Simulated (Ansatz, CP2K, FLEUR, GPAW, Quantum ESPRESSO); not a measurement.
Code comparison for YPt (Pnma, 8 atoms in the cell)

Self-consistent single point, at a second geometry (lattice scaled by 0.98). First geometry:

```yaml
crystal:
  lattice:
    - [7.21111, 0.00000, 0.00000]
    - [0.00000, 4.61931, 0.00000]
    - [0.00000, 0.00000, 5.68205]
  atoms:
    - { symbol: Y, position: [0.18198, 0.25000, 0.63963] }
    - { symbol: Y, position: [0.81802, 0.75000, 0.36037] }
    - { symbol: Y, position: [0.31802, 0.75000, 0.13963] }
    - { symbol: Y, position: [0.68198, 0.25000, 0.86037] }
    - { symbol: Pt, position: [0.04284, 0.25000, 0.15288] }
    - { symbol: Pt, position: [0.95716, 0.75000, 0.84712] }
    - { symbol: Pt, position: [0.45716, 0.75000, 0.65288] }
    - { symbol: Pt, position: [0.54284, 0.25000, 0.34712] }
```

Shared settings, as Ansatz (a program for electronic structure) writes them: kpoints.mp_grid.grid = 3 4 3; scf.occupations.method = gaussian; scf.occupations.width = 0.272 eV. Potentials and cutoffs stand in the table.

```json
[
 {"code": "GPAW", "model": "LDA (Perdew-Wang 92), GPAW PAW datasets LDA (gpaw-data 1.0.1)", "ΔF from the first geometry (meV/atom)": "-85.2", "pressure (GPa)": "-7.31", "largest force (eV/Å)": "0.128", "cutoff": "550 eV"},
 {"code": "CP2K", "model": "LDA (Pade form), GPW, DZVP-MOLOPT-SR-GTH basis, GTH-PADE potentials (GTH_POTENTIALS)", "ΔF from the first geometry (meV/atom)": "-128.8", "pressure (GPa)": "-13.13", "largest force (eV/Å)": "0.154", "cutoff": "grid 500 Ry"},
 {"code": "FLEUR", "model": "LDA (Vosko-Wilk-Nusair), all-electron FLAPW (FLEUR), scalar-relativistic valence", "ΔF from the first geometry (meV/atom)": "–", "pressure (GPa)": "–", "largest force (eV/Å)": "0.116", "cutoff": "Kmax 3.9 1/bohr"},
 {"code": "Quantum ESPRESSO", "model": "LDA (PZ), GBRV 1.5 ultrasoft (LDA) pseudopotentials", "ΔF from the first geometry (meV/atom)": "-84.7", "pressure (GPa)": "-7.58", "largest force (eV/Å)": "0.119", "cutoff": "40 Ry"},
 {"code": "Ansatz", "model": "LDA (PW92), PAW files made with PBE", "ΔF from the first geometry (meV/atom)": "-84.5", "pressure (GPa)": "-7.11", "largest force (eV/Å)": "0.116", "cutoff": "420 eV"}
]
```

For Quantum ESPRESSO (by 0.4 GPa) the energy change implies a higher mean pressure, against the two pressures, than for the other programs: a sign of finite-basis (Pulay) stress.

Size of the force on each atom (eV/Å): Sizes of forces hide their directions.

```
code                 Y1     Y2     Y3     Y4    Pt5    Pt6    Pt7    Pt8
----------------  -----  -----  -----  -----  -----  -----  -----  -----
GPAW              0.054  0.054  0.054  0.054  0.128  0.128  0.128  0.128
CP2K              0.089  0.089  0.089  0.089  0.154  0.154  0.154  0.154
FLEUR             0.049  0.049  0.049  0.049  0.116  0.116  0.116  0.116
Quantum ESPRESSO  0.050  0.050  0.050  0.050  0.119  0.119  0.119  0.119
Ansatz            0.050  0.050  0.050  0.050  0.116  0.116  0.116  0.116
```

A dash marks a value that a program does not give, or that is left out as unsure.

On Ansatz's run: spin-orbit coupling is off. Spin polarisation is off.

The spread over the programs that give each value: ΔF from the first geometry within 44.3 meV/atom; pressure within 6.02 GPa; largest force within 0.038 eV/Å.

CP2K uses small atom-centred bases, whose incompleteness enters pressures, forces and empty levels differently from a plane-wave cutoff. FLEUR treats all electrons, but the usual bases taken here (sphere radii, linearisation, local orbitals, empty states) were not tested for convergence, so the values are no reference for the others. Ansatz's pressure is given at a fixed set of plane waves, as the other plane-wave codes print theirs. The same LDA comes in different parametrisations, which differ slightly. In the pressure, CP2K (by 5.82) lies more than 1 GPa from the median of the plane-wave programs.

The shared mesh is coarse (it stands for a supercell whose shortest vector is 17 Å), so the values are not converged in it.

The starting cell comes from a database of computed structures (which also holds hypothetical and non-ambient phases and stackings), without a prior relaxation at this level. Its lattice was rescaled by a random factor within 2.5 % of one. For this run, on top of that: lattice scaled by 0.98.

Left out of this page: Elk (not drawn, or without a comparable value).

Keys are those of Ansatz 0.2.
